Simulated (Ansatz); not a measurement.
Input:

```xyz
2
Lattice="4.3627 0.0000 0.0000 0.0000 4.3627 0.0000 2.1813 -2.1813 2.9679" Properties=species:S:1:pos:R:3 pbc="T T T"
Ga     0.0000     0.0000     0.0000
Sb     4.3627     2.1813     1.4839
```

No spin polarisation.

Calculations: LDA (Ansatz, a quantum-chemistry and plane-wave program, PAW, no SOC). Settings: 13×13×13 k-points, 0.05 eV Fermi–Dirac smearing.

Question: Estimate the mean in-plane stress (compression positive).

Answer: -1.7 GPa.

Question: Predict the space group.

Answer: I-4m2 (No. 119).

The cells carry an imposed strain or load. No phonon test of stability was made. The cell was made from GaSb in the zinc blende structure (space group F-43m, No. 216) by this change: biaxial strain +2.00 %, plane normal [001], relaxed out of plane.
